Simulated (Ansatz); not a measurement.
Cells marked so need not be the phases stable at ambient conditions, and some may be hypothetical.

By PBEsol, each system below comes out a metal.

Ballistic conductance counts the channels of both spins, as a mean over 0.1 eV about the Fermi level; spin-orbit coupling is left out.

A. Ir (Fm-3m, fcc (Cu type), 1 atom a cell, 14.3 Å³ an atom, -7 GPa at this level), current normal to (111)
B. NbRh3 (Pm-3m, Cu3Au type, not sure to be the ambient phase, 4 atoms a cell, 14.6 Å³ an atom, -7 GPa at this level), current normal to (001)
C. GaAg (Pm-3m, CsCl type, not sure to be the ambient phase, 2 atoms a cell, 18.3 Å³ an atom, -5 GPa at this level), current normal to (110)

### Question
Rank these by ballistic conductance per area (lowest first), as PBEsol (Ansatz, a first-principles code) gives it.

### Answer
B (0.81 × 10¹⁵ S/m²), C (0.99 × 10¹⁵ S/m²), A (1.9 × 10¹⁵ S/m²)
